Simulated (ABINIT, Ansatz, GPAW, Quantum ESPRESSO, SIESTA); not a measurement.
# Code comparison for P (Cmce, 4 atoms in the cell)

Self-consistent single point.

```
CELL_PARAMETERS angstrom
      1.64758    -5.46449     0.00000
      1.64758     5.46449     0.00000
      0.00000     0.00000     4.54319
ATOMIC_POSITIONS crystal
  P  0.40414 0.59586 0.91118
  P  0.59586 0.40414 0.08882
  P  0.09586 0.90414 0.41118
  P  0.90414 0.09586 0.58882
```

Shared settings, as Ansatz (a quantum-chemistry and plane-wave program) writes them: kpoints.mp_grid.grid = 2 2 2; scf.occupations.method = gaussian; scf.occupations.width = 0.136 eV. Potentials and cutoffs stand in the table.

```tsv
code	model	pressure (GPa)	largest force (eV/Å)	cutoff
GPAW	PBE, GPAW PAW datasets PBE (gpaw-data 1.0.1)	4.28	0.643	550 eV
SIESTA	GGA PBE, numerical atomic orbitals TZP, PseudoDojo PBE standard norm-conserving potentials (rewritten from UPF to PSML)	4.59	0.882	grid 400 Ry
ABINIT	PBE, norm-conserving pseudopotentials (PseudoDojo nc-sr-05 PBE standard)	4.04	0.632	599 eV
Quantum ESPRESSO	PBE, PSlibrary PAW (PBE) pseudopotentials	4.00	0.630	40 Ry
Ansatz	PBE, default PAW files	3.95	0.627	default
```

The spread over the programs that give each value: pressure within 0.64 GPa; largest force within 0.255 eV/Å.

SIESTA uses small atom-centred bases, whose incompleteness enters pressures, forces and empty levels differently from a plane-wave cutoff. Ansatz's pressure is given at a fixed set of plane waves, as the other plane-wave codes print theirs. In the force vectors, SIESTA (by 0.318) lies more than 0.08 eV/Å from the median of the plane-wave programs.

On the base mesh (8 8 6) the same programs gave: Ansatz pressure 2.01 GPa; Quantum ESPRESSO pressure 2.05 GPa; ABINIT pressure 2.09 GPa; GPAW pressure 2.32 GPa; SIESTA pressure 2.63 GPa, gap on the mesh 0.142 eV.

The values differ from the base mesh's, so the mesh still matters here: the table compares the programs at equal settings.

The starting cell comes from a database of computed structures (which also holds hypothetical and non-ambient phases and stackings), without a prior relaxation at this level. Its lattice was rescaled by a random factor within 2.5 % of one.

Left out of this page: CP2K (on another mesh); Elk (not drawn, or without a comparable value).

Keys are those of Ansatz 0.2.
